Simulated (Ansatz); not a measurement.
Defect migration in amorphous Ga28O42 (a melt-quenched model of 70 atoms): interstitial H, charge state +1. Method: PBE, PAW (plane waves to 420 eV; Ansatz, a first-principles code).

Cell of 70 host sites held at the glass model's own volume; the Γ point alone; Fermi-Dirac width 0.01 eV, spin-restricted; finite-size errors left in. Static, classical nuclei. This is one neighbourhood of one small, fast-quenched model, and the added charge may sit on a native defect of the glass. The charge state is imposed; whether it is stable for some Fermi level was not computed. Sites that were not tried may lie lower. The start lies 0.19 eV above the lowest site run (PBE).

Barriers: single points on a 2×2×2 k-point mesh shifted by half a step at the bands' geometries.

Relaxed starting cell (atoms counted from 1):

```xyz
71
Lattice="9.6858 0.0000 0.0000 0.0000 9.6858 0.0000 0.0000 0.0000 9.6858" Properties=species:S:1:pos:R:3 pbc="T T T"
Ga     0.1951     2.1670     6.5019
Ga     5.8789     4.6151     9.6521
Ga     8.2832     1.8366     0.0484
Ga     2.0620     2.0791     0.0736
Ga     7.9855     4.2168     2.2010
Ga     3.2900     9.4614     2.8693
Ga     8.1279     4.4029     7.5773
Ga     3.5663     7.0047     1.0600
Ga     6.7214     7.4665     6.5296
Ga     1.4494     4.6095     8.6991
Ga     4.6154     4.5238     2.6167
Ga     9.3383     8.9960     4.8039
Ga     4.0392     5.6292     7.0830
Ga     6.8336     0.2259     2.5778
Ga     7.5853     7.0158     3.4240
Ga     4.7805     2.0066     4.4580
Ga     8.6507     9.1497     7.8862
Ga     6.5587     4.5894     5.0613
Ga     0.9681     9.1397     1.0343
Ga     4.5834     7.3608     4.4493
Ga     2.5971    -0.0439     6.1355
Ga     2.2750     3.9547     4.4204
Ga     6.4893     8.2199     0.1726
Ga     3.6093     2.8320     7.2943
Ga     3.6987     9.5622     9.0010
Ga     0.8677     6.3752     2.6883
Ga     8.7967     6.4721     0.0093
Ga     0.1107     1.6674     3.1732
O      9.2677     8.2804     9.5138
O      4.2763     5.3342     0.9819
O      8.6448     8.1331     6.3247
O      3.1808     8.7286     4.6662
O      3.6487     3.1104     3.3762
O      0.9232     2.7102     4.4737
O      4.7236     7.1574     6.4043
O      8.2980     0.5655     3.7832
O      8.7608     2.5989     1.9178
O      2.4953     8.8929     7.7959
O      0.7732     0.4371     5.8512
O      0.4654     1.1325     0.3384
O      9.5368     5.4673     8.3210
O      3.7329     1.4871     5.9662
O      6.2240     2.8357     5.1042
O      2.1770     5.5669     3.5854
O      1.1919     0.1066     2.8998
O      7.5130     3.5536     9.1376
O      4.7951     4.2430     8.1012
O      2.6129     6.1113     8.2930
O      6.9443     5.5546     6.6351
O      4.1501     7.7878     2.6259
O      6.8128     8.6273     8.0400
O      9.3986     7.5072     3.6609
O      9.1713     5.6110     1.6115
O      3.1825     4.2868     6.0640
O      7.7983     5.1903     3.7824
O      1.5937     2.8895     7.7396
O      8.7829     3.5589     6.1527
O      1.6962     7.3390     1.2579
O      5.0975     5.5154     4.1267
O      3.7528     1.7353     8.8428
O      8.6924     1.2905     7.8771
O      2.8247     0.2401     0.9998
O      7.0089     0.5785     0.7198
O      6.9283     6.2863     9.5539
O      4.6262     8.0901     9.6022
O      6.4743     7.8813     4.6674
O      6.9928     8.0735     2.0176
O      6.2004     3.9014     1.7388
O      1.8665     3.8158     0.5938
O      5.0741     0.6658     3.1951
H      2.2479     7.0052     8.0428
```
Cell charge +1.

End state 1 differs by these moves (Å; atoms that move under 0.15 Å are left out):

| atom | element | Δx | Δy | Δz |
|---|---|---|---|---|
| 2 | Ga | -0.18 | 0.07 | -0.02 |
| 4 | Ga | -0.12 | 0.16 | -0.04 |
| 5 | Ga | -0.03 | -0.01 | -0.36 |
| 6 | Ga | 0.29 | -0.06 | -0.08 |
| 7 | Ga | 0.00 | 0.11 | 0.20 |
| 8 | Ga | -0.12 | -0.03 | -0.19 |
| 10 | Ga | 0.10 | 0.22 | 0.00 |
| 13 | Ga | 0.84 | -0.50 | -0.83 |
| 18 | Ga | 0.84 | -0.42 | 0.08 |
| 28 | Ga | -0.12 | 0.04 | 0.09 |
| 34 | O | -0.11 | 0.05 | 0.10 |
| 35 | O | 0.08 | -0.14 | -0.04 |
| 36 | O | -0.14 | 0.08 | 0.16 |
| 41 | O | 0.04 | 0.13 | -0.07 |
| 43 | O | -0.30 | 0.32 | 0.27 |
| 45 | O | -0.33 | -0.03 | 0.09 |
| 46 | O | 0.19 | 0.03 | 0.20 |
| 47 | O | 0.15 | -0.08 | -0.12 |
| 48 | O | 0.09 | 0.19 | 0.42 |
| 50 | O | 0.06 | -0.12 | -0.08 |
| 52 | O | -0.04 | -0.14 | 0.07 |
| 55 | O | 0.01 | -0.15 | -0.19 |
| 57 | O | -0.08 | -0.02 | 0.16 |
| 58 | O | -0.05 | 0.07 | 0.12 |
| 60 | O | -0.10 | 0.09 | 0.10 |
| 62 | O | -0.03 | 0.02 | 0.16 |
| 69 | O | -0.12 | 0.13 | 0.00 |
| 71 | H | 0.29 | 0.07 | 0.08 |

Q: Give the forward and backward barriers to end state 1 at the level PBE, PAW.

A: forward 0.41 eV, backward 0.10 eV; at the saddle point atom 13 has neighbours O at 1.81, O at 1.88, O at 1.89, O at 2.29 Å. The saddle point's order was not checked.
